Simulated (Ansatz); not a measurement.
## What Sn on a Cd site, symmetric start does to CdO

Base system: a 24-atom supercell of CdO in the rock salt structure (space group Fm-3m, No. 225; a = 4.691 Å) at its relaxed geometry.

It is then changed as follows: one Cd atom is replaced by Sn, atoms relaxed at fixed cell.

Computed with PBEsol (Ansatz, a quantum-chemistry and plane-wave program, PAW, no spin-orbit coupling), earlier PAW set. Γ-centred 4×3×4 mesh, Fermi–Dirac width 0.05 eV.

```json
[
 {"quantity": "energy gained by relaxation", "base": "–", "changed": "0.28 eV", "shift": "–"},
 {"quantity": "largest displacement of a host atom from its site in the perfect cell", "base": "–", "changed": "0.21 Å", "shift": "–"}
]
```

Cost of the whole job for the changed cell (relaxation, final SCF and bands): about 10 core-minutes (a rough figure).

In so small a cell the defect repeats every few ångströms: this is an ordered compound, not a dilute defect. A case with no gap was solved on a k-mesh chosen for an insulator, which is coarse for it. The defect started on the symmetric site and kept its symmetry, so it may sit on a saddle. All final runs are without spin polarisation. The defect cell is not spin-polarised.
